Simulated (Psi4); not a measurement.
Psi4 1.11, PBE0/def2-svp: B(CF3)(F)(Me) (CB(F)C(F)(F)F), 10 atoms. The geometry is a generated start, not checked to be a minimum at this level.

```
Item                                  Value
--------------------------  ---------------
task                                 energy
method                                 pbe0
basis                              def2-svp
memory                                 3 GB
maxiter                                 100
keys of the molecule block      symmetry c1
scf_type                       df (default)
e_convergence               1e-06 (default)
d_convergence               1e-06 (default)
dft_radial_points              75 (default)
dft_spherical_points          302 (default)
basis functions                         113
grid points                          215191
```

```xyz
10

B      0.3532     0.0114     0.5260
C     -0.0900    -1.3519    -0.2719
F     -1.4284    -1.5471    -0.2223
F      0.4663    -2.4885     0.1826
F      0.2184    -1.2913    -1.5883
F      1.0533    -0.1563     1.6158
C     -0.0624     1.4258     0.0157
H     -0.8050     1.8570     0.6887
H     -0.4862     1.4262    -0.9835
H      0.7809     2.1146     0.0374
```

With the defaults (diis = true, scf_initial_accelerator = adiis, damping_percentage = 0, level_shift = 0, level_shift_cutoff = 0.01, diis_max_vecs = 10, soscf = false, soscf_start_convergence = 0.01, guess = auto, which took SAD) it converges in 8 SCF iterations. One run each on 2 threads, with these changes:
- level_shift = 0.1, level_shift_cutoff = 0.001
- guess = gwh
- scf_initial_accelerator = ediis
- diis = false, scf_initial_accelerator = none, damping_percentage = 60
- damping_percentage = 60
- soscf = true, soscf_start_convergence = 0.001
- guess = sadno
- level_shift = 0.5, level_shift_cutoff = 0.001
- diis_max_vecs = 20

**Question.** Which of these changes keep the SCF from converging, or lead it to another solution?

**Answer.** No convergence: diis = false, scf_initial_accelerator = none, damping_percentage = 60 (the run ends without SCF convergence in 100 iterations). The rest reach the solution of the defaults.

| setting | SCF iterations | JK calls | end |
|---|---|---|---|
| soscf = true, soscf_start_convergence = 0.001 | 6 | 17 | same solution |
| the defaults | 8 | 9 | same solution |
| scf_initial_accelerator = ediis | 8 | 9 | same solution |
| level_shift = 0.5, level_shift_cutoff = 0.001 | 8 | 9 | same solution |
| diis_max_vecs = 20 | 8 | 9 | same solution |
| level_shift = 0.1, level_shift_cutoff = 0.001 | 8 | 9 | same solution |
| guess = sadno | 10 | 10 | same solution |
| guess = gwh | 12 | 12 | same solution |
| damping_percentage = 60 | 63 | 64 | same solution |
| diis = false, scf_initial_accelerator = none, damping_percentage = 60 | 100 | 101 | no convergence |

An SOSCF iteration holds several JK calls; a Hückel guess adds calls on atoms.
